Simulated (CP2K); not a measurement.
## Worked example: self-consistent single point of NaH (Fm-3m, 2 atoms in the cell) in CP2K

Level of theory: PBE, GPW, DZVP-MOLOPT-SR-GTH basis, GTH-PBE potentials (GTH_POTENTIALS) in CP2K 2026.2.

Input as run:

```
&GLOBAL
  PROJECT bulk
  RUN_TYPE ENERGY_FORCE
  PRINT_LEVEL LOW
&END GLOBAL
&FORCE_EVAL
  METHOD Quickstep
  STRESS_TENSOR ANALYTICAL
  &DFT
    BASIS_SET_FILE_NAME BASIS_MOLOPT
    POTENTIAL_FILE_NAME GTH_POTENTIALS
    &QS
      METHOD GPW
      EPS_DEFAULT 1E-10
    &END QS
    &MGRID
      CUTOFF 950
      REL_CUTOFF 40
      NGRIDS 5
    &END MGRID
    &SCF
      SCF_GUESS ATOMIC
      EPS_SCF 1E-7
      MAX_SCF 100
      ADDED_MOS 4
      &DIAGONALIZATION
        ALGORITHM STANDARD
      &END DIAGONALIZATION
      &MIXING
        METHOD BROYDEN_MIXING
        ALPHA 0.2
        NBUFFER 10
        BETA 1.5
      &END MIXING
      &SMEAR ON
        METHOD FERMI_DIRAC
        ELECTRONIC_TEMPERATURE [K] 580.23
      &END SMEAR
    &END SCF
    &KPOINTS
      SCHEME MONKHORST-PACK 6 6 6
      GAMMA_CENTERED T
    &END KPOINTS
    &XC
      &XC_FUNCTIONAL PBE
      &END XC_FUNCTIONAL
    &END XC
    &PRINT
      &MO
        EIGENVALUES T
        OCCUPATION_NUMBERS T
        NDIGITS 8
        FILENAME mo
        &EACH
          QS_SCF 0
        &END EACH
        ADD_LAST NUMERIC
      &END MO
      &MULLIKEN OFF
      &END MULLIKEN
    &END PRINT
  &END DFT
  &SUBSYS
    &CELL
      ABC 3.45068100 3.45068090 3.45068111
      ALPHA_BETA_GAMMA 59.99998948 59.99999149 59.99998944
      PERIODIC XYZ
    &END CELL
    &COORD
      SCALED
      Na       0.00000000     0.00000000     0.00000000
      H        0.50000000     0.50000000     0.50000000
    &END COORD
    &KIND Na
      BASIS_SET DZVP-MOLOPT-SR-GTH-q9
      POTENTIAL GTH-PBE-q9
    &END KIND
    &KIND H
      BASIS_SET DZVP-MOLOPT-SR-GTH-q1
      POTENTIAL GTH-PBE-q1
    &END KIND
  &END SUBSYS
  &PRINT
    &FORCES ON
    &END FORCES
    &STRESS_TENSOR ON
    &END STRESS_TENSOR
  &END PRINT
&END FORCE_EVAL
```

The program printed (abridged):

```
 GLOBAL| Method name                                                        CP2K
 GLOBAL| Project name                                                       bulk
 GLOBAL| Run type                                                   ENERGY_FORCE

 TOTAL NUMBERS AND MAXIMUM NUMBERS

  Total number of            - Atomic kinds:                                   2
                             - Atoms:                                          2
                             - Shell sets:                                     2
                             - Shells:                                         8
                             - Primitive Cartesian functions:                 12
                             - Cartesian basis functions:                     14
                             - Spherical basis functions:                     14

  Maximum angular momentum of- Orbital basis functions:                        1
                             - Local part of the GTH pseudopotential:          2
                             - Non-local part of the GTH pseudopotential:      1

 SCF PARAMETERS         Density guess:                                    ATOMIC
                        max_scf:                                             100
                        max_diis:                                              4
                        eps_scf:                                        1.00E-07
                        eps_diis:                                       1.00E-01
                        eps_eigval:                                     1.00E-05
                        level_shift [a.u.]:                             0.000000
                        added MOs                                         4    0
                        Mixing method:                            BROYDEN_MIXING
                                                charge density mixing in g-space
                        Smear method:                                FERMI_DIRAC
                        Electronic temperature [K]:                        580.2
                        Electronic temperature [a.u.]:                  1.84E-03
                        Accuracy threshold:                             1.00E-10
                        No outer SCF

 Extrapolation method: initial_guess

 Number of electrons:                                                         10
 Number of occupied orbitals:                                                  5
 Number of molecular orbitals:                                                 9

 Number of orbital functions:                                                 14
 Number of independent orbital functions:                                     14

 SCF WAVEFUNCTION OPTIMIZATION

  Step     Update method      Time    Convergence         Total energy    Change
     1 NoMix/Diag. 0.20E+00      -     0.46057415       -48.3360414452 -4.83E+01
     2 Broy./Diag. 0.20E+00      -     0.00722605       -48.0852260723  2.51E-01
     3 Broy./Diag. 0.20E+00      -     0.03293004       -48.3765010152 -2.91E-01
     4 Broy./Diag. 0.20E+00      -     0.00594711       -48.4536062908 -7.71E-02
     5 Broy./Diag. 0.20E+00      -     0.00703146       -48.4134845283  4.01E-02
     6 Broy./Diag. 0.20E+00      -     0.00078188       -48.4043017071  9.18E-03
     7 Broy./Diag. 0.20E+00      -     0.00047673       -48.4081388261 -3.84E-03
   [... 4 lines left out ...]
    12 Broy./Diag. 0.20E+00      -     0.00000145       -48.4055914963 -4.24E-06
    13 Broy./Diag. 0.20E+00      -     0.00000169       -48.4056008075 -9.31E-06
    14 Broy./Diag. 0.20E+00      -     0.00000040       -48.4055997127  1.09E-06
    15 Broy./Diag. 0.20E+00      -     0.00000076       -48.4055976058  2.11E-06
    16 Broy./Diag. 0.20E+00      -     5.3012E-09       -48.4055972738  3.32E-07

  *** SCF run converged in    16 steps ***

  Electronic density on regular grids:         -9.9999999875        0.0000000125
  Core density on regular grids:                9.9999999999       -0.0000000001
  Total charge density on r-space grids:        0.0000000123
  Total charge density g-space grids:           0.0000000123

  Overlap energy of the core charge distribution:               0.00000000000000
  Self energy of the core charge distribution:               -128.35313025711457
  Core Hamiltonian energy:                                     34.87610395330969
  Hartree energy:                                              52.62603831364522
  Exchange-correlation energy:                                 -7.55460928366731
  Electronic entropic energy:                                  -0.00000000000000
  Fermi energy:                                                 0.07500337751463

  Total energy:                                               -48.40559727382697
  Total energy (extrapolated to T->0):                        -48.40559727382697

 ENERGY| Total FORCE_EVAL ( QS ) energy [hartree]            -48.405597390473581

 FORCES| Atomic forces [hartree/bohr]
 FORCES|   Atom     x               y               z               |f|
 FORCES|      1  4.86212945E-14  2.87141899E-14  6.54350781E-14   8.64308072E-14
 FORCES|      2 -7.99038790E-17 -2.79605197E-16 -8.80806153E-17   3.03845176E-16
 FORCES| Sum     4.85413906E-14  2.84345847E-14  6.53469975E-14
 FORCES| Total atomic force                                       8.62265753E-14

 STRESS| Analytical stress tensor [bar]
 STRESS|                        x                   y                   z
 STRESS|      x       -1.30906481633E+04   4.16172229938E+02   2.94278425223E+02
 STRESS|      y        4.16172229938E+02  -1.35712693231E+04   1.69771723800E+02
 STRESS|      z        2.94278425223E+02   1.69771723800E+02  -1.36914590090E+04
 STRESS| 1/3 Trace                                            -1.34511254985E+04
```

The run converged in 16 iterations.

The starting cell has typed, rounded lattice constants, without a prior relaxation at this level. Values carry the incompleteness of an atom-centred basis.
